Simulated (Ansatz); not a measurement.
Abridged Ansatz (a program for electronic structure) output:

```
Pseudopotential: Pt, paw, valence charge 18
Pseudopotential: S, paw, valence charge 6
Crystal: 3 atoms, lattice volume = 51.785 Å³
Basis set: ecut = 420 eV, 993 PW (Γ), exchange–correlation on 48×48×64 points (8 copies of the dense FFT grid, shifted against one another)
Bands: 19, of which v1, the nominal top of the filled ones, is band 15 counted from 1 (14 counted from 0)
Symmetry: 12 space group operations
k-points: 238 of 2250
Functional: x = pbe(κ = 0.804, μ = 0.2195149727645171), c = pbe(β = 0.06672455060314922)
SCF iter   1: F=—  HF=-14331.671537 eV  |F-HF|=—  |Δ(HF+E_count)|=         —  Δρ=7.85e-2  dr2=2.82e0  ethr=3.10e-3  ⟨swp⟩=6.2  Hψ=24881  notcnv=0
SCF iter   2: F=—  HF=-14331.249482 eV  |F-HF|=—  |Δ(HF+E_count)|=   4.22e-1  Δρ=3.70e-2  dr2=5.67e-1  ethr=3.10e-3  ⟨swp⟩=2.7  Hψ=8662  notcnv=0
SCF 1 converged in 9 iterations: F = -14331.159878 eV  dr2 = 9.97e-11
SCF converged after 9 iterations
Free energy (F): -14331.159878 eV
Internal energy: -14331.158885 eV  (E = F + TS)
E sigma→0 (E₀):  -14331.159382 eV
Entropy (-TS):   -0.000993 eV (-0.331 meV/atom)
Fermi energy:    12.424573 eV
  E_disp       = -1.356226  (pairwise vdW)
--- Forces (eV/Å), atoms counted from 1 ---
  atom   1  Pt     0.00000000    -0.00000000     0.00000000
  atom   2  S      0.00000000     0.00000000     0.00006400
  atom   3  S     -0.00000000    -0.00000000    -0.00006400
--- Stress (GPa, compression-positive) ---
        0.002431      -0.000000       0.000000
       -0.000000       0.002431      -0.000000
        0.000000       0.000000       0.002166
  P = ⅓ Tr σ = 0.0023 GPa (0.023 kbar)
```

Question: What was computed, and what are the main results?

Answer: PtS2, 3 atoms in the cell, with PBE-D3(BJ) (Ansatz; PAW; 420 eV plane waves; without spin-orbit coupling), earlier PAW set. The last SCF converged to F = -14331.159878 eV, or -4777.0533 eV per atom, at a pressure of 0.00 GPa. The total energy compares only with runs of the same code, potentials and settings.

Spin-orbit coupling, missing from the scalar runs, can matter with Pt. Whether these cells are dynamically stable was not tested. The final runs are not spin-polarised. The cell is PtS₂ in the CdI2 type structure (space group P-3m1, No. 164; layered, stacked along the Cartesian z axis).
